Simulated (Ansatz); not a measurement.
## How far a parabola holds: energy against volume of cubic perovskite BaLiF₃

Cubic perovskite BaLiF₃ was calculated with r²SCAN in Ansatz (plane waves, PAW). Numerical settings: plane-wave cutoff 560 eV, 8×8×8 k mesh, Fermi–Dirac smearing 0.01 eV, scalar-relativistic PAW data made under PBE. The cell has no free parameter but its volume, all volumes share cutoff and mesh, and the runs aren't spin-polarised. Energies are free energies at the run's smearing, counted from the lowest row; static lattice.

| V (Å³/atom) | E (meV/atom) |
|---|---|
| 12.118 | 5.44 |
| 12.370 | 1.30 |
| 12.623 | 0.00 |
| 12.875 | 1.21 |
| 13.128 | 4.68 |
| 13.380 | ? |

Question: Using a parabola, estimate the missing E at V = 13.380 from the other rows, showing the fit.

Answer: With u = V - 12.6, the rows have u = -0.4820, -0.2300, 0.0230, 0.2750, 0.5280. Least squares gives E = 0.018 - 1.547·u + 19.863·u². Residuals (row less fit): 0.062, -0.125, 0.007, 0.115, -0.059; standard error 0.134 (degrees of freedom: 2). The fitted curve has its minimum at V = 12.6, where E = -0.01. Its curvature is d²E/dV² = 2 × 19.863 meV/Å⁶, so B = V0·d²E/dV² × 0.1602 = 80.4 GPa. At the withheld row, u = 0.7800, so E = 0.018 - 1.547 × 0.7800 + 19.863 × 0.7800² = 10.896 meV/atom. The calculation gives 10.15 meV/atom, 0.746 meV/atom below the prediction (7.3 % of the range of E in the table). The row lies outside the fitted rows, so this is an extrapolation. From the scatter of the fitted rows alone, a prediction at this place has a standard error of 0.318 meV/atom, so the miss is 2.3 times that.

The residuals are curvature that a parabola lacks, not noise. A solid that stiffens under compression and softens on expansion lies above the parabola at the compressed end and under it at the expanded end, as this row does. A third-order Birch-Murnaghan fit to the whole scan has B0 = 80.0 GPa. Only scans are tabulated whose curvature falls smoothly with volume, and where the parabola meets the shown rows within 5 % of their range and misses the end by 0.1 meV or more.

Note: the relaxation could not lower the start's symmetry, so the cell can be a saddle point above a distorted one.

Spin–orbit coupling is not included.

Ansatz is a first-principles code.
